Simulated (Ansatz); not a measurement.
Start from BaTiO₃ (space group R3m, No. 160).

```xyz
5
Lattice="2.8401 1.6397 2.3316 -2.8401 1.6397 2.3316 0.0000 -3.2795 2.3316" Properties=species:S:1:pos:R:3 pbc="T T T"
Ba     0.0000     0.0000     0.0089
Ti     0.0000     0.0000     3.6001
O     -1.3930     0.8042     4.5586
O      0.0000    -1.6085     4.5586
O      1.3930     0.8042     4.5586
```

Calculations: r2SCAN in Ansatz (plane waves to 500 eV, PAW, no SOC), earlier PAW set.

Carriers are added at fixed cell with a uniform background; the Fermi–Dirac width is that of 300 K.

One change was made to it. Results:

```json
[
 {"quantity": "Fermi level relative to the doped band's edge (positive inside the band; to 0.05 eV)", "base": "–", "after": "+0.35 eV"},
 {"quantity": "gap between the host's bands", "base": "2.87 eV", "after": "2.63 eV"},
 {"quantity": "largest internal atomic displacement", "base": "–", "after": "0.116 Å"},
 {"quantity": "gap character", "base": "indirect, T → Γ", "after": "indirect, T → Γ"}
]
```

Task: Which of these changes matches the shifts?
A) holes 1.0×10^22 cm⁻³
B) electrons 5.0×10^21 cm⁻³
C) holes 5.0×10^21 cm⁻³
D) holes 2.0×10^22 cm⁻³

Result: D, holes 2.0×10^22 cm⁻³. For comparison, the gap between the host's bands in the other runs: holes 1.0×10^22 cm⁻³ gives 2.82 eV; holes 5.0×10^21 cm⁻³ gives 2.85 eV; electrons 5.0×10^21 cm⁻³ gives 2.55 eV.

Charged cell with a jellium background: band edges are those of the host's band count, energies are not comparable with the neutral cell, and many-body gap narrowing is missing. No phonon test of stability was made. All final runs are without spin polarisation. This is not the structure that BaTiO3 has at room temperature and ambient pressure.

Ansatz is an electronic-structure program.
